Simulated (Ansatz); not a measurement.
Results of PBEsol+SOC (Ansatz, a program for electronic structure, PAW) for Be5Au (F-43m, No. 216).

Run with plane-wave cutoff 520 eV, 16×16×16 k mesh, Fermi–Dirac smearing 0.05 eV, PAW data made under PBE.

A third-order Birch–Murnaghan fit to the energies gives V0 = 9.296 Å³/atom, B0 = 147 GPa, B′ = 3.9.

```csv
V (Å³/atom),P (GPa)
8.924,___
9.110,___
9.295,0.01
9.481,___
9.667,___
```

Problem. Estimate the withheld pressures from this fit; the answers are the runs' own values.

Solution. 
- 8.924, P (GPa): 6.52
- 9.110, P (GPa): 3.11
- 9.481, P (GPa): -2.80
- 9.667, P (GPa): -5.34

The formula P = (3/2) B0 (x^(7/3) − x^(5/3)) [1 + (3/4)(B′ − 4)(x^(2/3) − 1)] with x = V0/V meets the computed pressures within 0.02 GPa when these rounded values are put in.

The computed numbers hold no vibrational or temperature effects.
